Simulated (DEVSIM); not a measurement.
Device: abrupt Si p-n junction, at 300 K.

```
layer (left to right)  material  thickness (μm)  Nd (cm⁻³)  Na (cm⁻³)  τn (s)  τp (s)
---------------------  --------  --------------  ---------  ---------  ------  ------
1                            Si            15.0          -     2.7e17  5.4e-7  5.4e-7
2                            Si            23.0     3.4e15          -  5.4e-7  5.4e-7
```

Left contact: ohmic. Right contact: ohmic. Voltage is applied to the left contact. Recombination: SRH at mid-gap. Gap narrowing is on: ΔEg = 6.92 meV × (l + √(l² + 0.5)), l = ln(N/1.3e17 cm⁻³), shared equally by both band edges. Mobility is constant in doping. Where it depends on doping, it is μmin + (μ − μmin)/(1 + (N/Nref)^α).

Constants are typed, rounded textbook-type inputs, not results; the design itself was drawn at random and stands for no fabricated device. Values at 300 K; Nc and Nv go as T^1.5, mobilities as T to minus their exponent, the gap by Varshni's rule with the affinity fixed. The table also holds parameters that only a changed run uses.

| parameter | Si |
|---|---|
| gap (eV) | 1.124 |
| affinity (eV) | 4.05 |
| permittivity | 11.7 |
| Nc (cm⁻³) | 2.86e19 |
| Nv (cm⁻³) | 3.1e19 |
| μn (cm²/Vs) | 1417 |
| μp (cm²/Vs) | 470 |
| μn,min | 52 |
| μp,min | 45 |
| Nref,n | 9.7e16 |
| Nref,p | 2.2e17 |
| αn | 0.68 |
| αp | 0.72 |
| T exponent of μn | 2.3 |
| T exponent of μp | 2.2 |
| Cn (cm⁶/s) | 2.8e-31 |
| Cp (cm⁶/s) | 9.9e-32 |
| Varshni α (eV/K) | 0.000473 |
| Varshni β (K) | 636 |

Model (solved in DEVSIM): 1D drift-diffusion, Boltzmann statistics, complete ionisation; no tunnelling, impact ionisation, image-force lowering or self-heating.

Base results: dark forward voltage at 1 A/cm² (V) 0.624; potential step across the device at zero bias (V) 0.761; dark forward voltage at 100 A/cm² (V) 0.808; largest field in the device at zero bias (V/cm) 35000.

Problem. What follows from this one change: thickness of layer 1 15 → 26 μm?

Solution. dark forward voltage at 1 A/cm² little changed (0.625 V); potential step across the device at zero bias little changed (0.761 V); dark forward voltage at 100 A/cm² 0.808 → 0.813 V; largest field in the device at zero bias little changed (35000 V/cm).

Problem. What follows from this one change: doping Na of layer 1 2.7e+17 → 2.7e+16 cm^-3?

Solution. dark forward voltage at 1 A/cm² 0.624 → 0.615 V; potential step across the device at zero bias 0.761 → 0.707 V; dark forward voltage at 100 A/cm² 0.808 → 0.829 V; largest field in the device at zero bias 35000 → 25000 V/cm.

Problem. What follows from this one change: doping-dependent mobility in place of the constant one?

Solution. dark forward voltage at 1 A/cm² little changed (0.627 V); potential step across the device at zero bias little changed (0.761 V); dark forward voltage at 100 A/cm² 0.808 → 0.819 V; largest field in the device at zero bias little changed (35000 V/cm).
